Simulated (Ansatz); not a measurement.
**A computed series for Au: element substitutions**

The reference is Au in the fcc (Cu type) structure (space group Fm-3m, No. 225; a = 4.1241 Å).

Each row replaces one element on all its sites; cell and atoms are relaxed.

Method: r2SCAN, PAW, 500 eV (Ansatz, a first-principles code; without spin-orbit coupling).

```
case         density  shortest interatomic distance
-------  -----------  -----------------------------
base     18.65 g/cm³                        2.916 Å
Au → Rh  12.46 g/cm³                        2.687 Å
Au → Br            …                              …
Au → Ir  22.47 g/cm³                        2.718 Å
```

Question: What belongs in the blanks?

Answer: 
- Au → Br, density: 5.10 g/cm³
- Au → Br, shortest interatomic distance: 3.325 Å

Whether these cells are dynamically stable was not tested. As relaxed here, Br is a hypothetical phase, not in the database extracts checked. The final runs are not spin-polarised.
